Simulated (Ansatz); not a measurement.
Cs3AuS in the anti-perovskite structure (space group Pm-3m, No. 221; a hypothetical phase, not in the database extracts checked)

Space group Pm-3m (No. 221); a = b = c = 6.542 Å, α = β = γ = 90.00°

| atom | site | symmetry | x | y | z |
|---|---|---|---|---|---|
| Cs | 3c | 4/mm.m | 0.0000 | 0.5000 | 0.5000 |
| Au | 1a | m-3m | 0.0000 | 0.0000 | 0.0000 |
| S | 1b | m-3m | 0.5000 | 0.5000 | 0.5000 |

Calculations: Ansatz (an electronic-structure program), PBEsol, PAW, cutoff 420 eV, no spin-orbit coupling. Settings: 5×5×5 k-points, 0.05 eV Fermi–Dirac smearing.

The volume per atom is 55.99 Å³, the density is 3.72 g/cm³ and the band gap is 1.03 eV, indirect, Γ → X. The electron mass is 0.33 mₑ along k, 0.54 mₑ across and the lowest conduction-band minima above the VBM is X along ⟨100⟩ 1.03 eV; a point along ⟨110⟩, about 0.4 Å⁻¹ from Γ 1.58 eV; a point along ⟨111⟩, about 0.4 Å⁻¹ from Γ 1.63 eV. The total energy is -6130.396 eV/atom (σ→0; compares only within this code and set-up).

With Au present, leaving out spin-orbit coupling can change the band edges. Effective masses come from finite differences of ±0.01 Å⁻¹. Along k means along the line from Γ to the band edge. Stability against distortions was not tested.
